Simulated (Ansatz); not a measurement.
The starting structures come from a database of crystals and need not be the phases stable at ambient conditions.

 Where the default PAW files enter, the runs use the earlier of Ansatz's two default sets.

Data:

```xyz
10
Lattice="5.6456 0.0000 0.0000 0.0256 5.6455 0.0000 2.8100 -2.8228 3.9049" Properties=species:S:1:pos:R:3 pbc="T T T"
Sr     2.8228     0.0000     1.9524
Sr     5.6584     2.8228     1.9524
Ti     0.0000     0.0000     0.0000
Ti     2.8356     2.8228     0.0000
O      1.4306     4.2342     0.1637
O      7.0506    -1.4114     3.7412
O      5.5278     0.1183     1.9524
O      2.9534     2.7044     1.9524
O      1.4178     1.4114     0.0000
O      4.2534     4.2342     0.0000
```

Space group of this cell: Fmmm. The cell is strained (lengths across the current scaled by 1.02, ions clamped); by r2SCAN its mean pressure is -7.4 GPa.

Transport runs along the normal of the first two printed cell vectors.

No gap correction and no spin-orbit coupling; mid-gap values are interpolated between computed energies.

**Question.** Compute, with r2SCAN (Ansatz, a program for electronic structure), the band gap and the smallest decay constant κ at mid-gap.

**Answer.** Gap 2.21 eV on a 8×8×8 mesh; κ = 0.262 1/Å, at the zone centre.
